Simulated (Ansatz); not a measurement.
**SiC, response to strain**

Base system: SiC in the zinc blende structure (space group F-43m, No. 216; a = 4.356 Å). Axes: x, y, z lie along the cube axes.

Strains are applied to the cell and any free atomic positions relax.

The values are results of Kohn–Sham DFT with the r2SCAN functional, run in Ansatz (a quantum-chemistry and plane-wave program) with PAW and 500 eV plane waves, scalar-relativistic without spin-orbit coupling, not measurements.

Notes on the quantities. pressure: mean of the normal stresses, compression positive; energy relative to the base: free energy F.

```json
[
 {"variant": "base", "smallest direct gap": "5.05 eV", "pressure": "0.00 GPa", "band gap": "1.71 eV", "volume per atom": "10.33 Å³", "energy relative to the base": "0 meV/atom"},
 {"variant": "uniaxial strain ε_zz = +0.50 %", "smallest direct gap": "5.04 eV", "pressure": "-1.12 GPa", "band gap": "1.69 eV", "volume per atom": "10.39 Å³", "energy relative to the base": "+0.3 meV/atom"},
 {"variant": "uniaxial strain ε_zz = +1.00 %", "smallest direct gap": "5.02 eV", "pressure": "-2.23 GPa", "band gap": "1.67 eV", "volume per atom": "10.44 Å³", "energy relative to the base": "+1.3 meV/atom"},
 {"variant": "uniaxial strain ε_zz = +1.50 %", "smallest direct gap": "___", "pressure": "___", "band gap": "___", "volume per atom": "10.49 Å³", "energy relative to the base": "___"},
 {"variant": "uniaxial strain ε_zz = +2.00 %", "smallest direct gap": "5.00 eV", "pressure": "-4.36 GPa", "band gap": "1.62 eV", "volume per atom": "10.54 Å³", "energy relative to the base": "+5.3 meV/atom"},
 {"variant": "uniaxial strain ε_zz = +2.50 %", "smallest direct gap": "4.99 eV", "pressure": "-5.39 GPa", "band gap": "1.60 eV", "volume per atom": "10.59 Å³", "energy relative to the base": "+8.3 meV/atom"},
 {"variant": "uniaxial strain ε_zz = +3.00 %", "smallest direct gap": "4.98 eV", "pressure": "-6.40 GPa", "band gap": "1.57 eV", "volume per atom": "10.64 Å³", "energy relative to the base": "+12 meV/atom"}
]
```

Task: Some entries are withheld; estimate them.

Result: 
- uniaxial strain ε_zz = +1.50 %, smallest direct gap: 5.01 eV
- uniaxial strain ε_zz = +1.50 %, pressure: -3.30 GPa
- uniaxial strain ε_zz = +1.50 %, band gap: 1.64 eV
- uniaxial strain ε_zz = +1.50 %, energy relative to the base: +3.0 meV/atom

Whether these cells are dynamically stable was not tested.
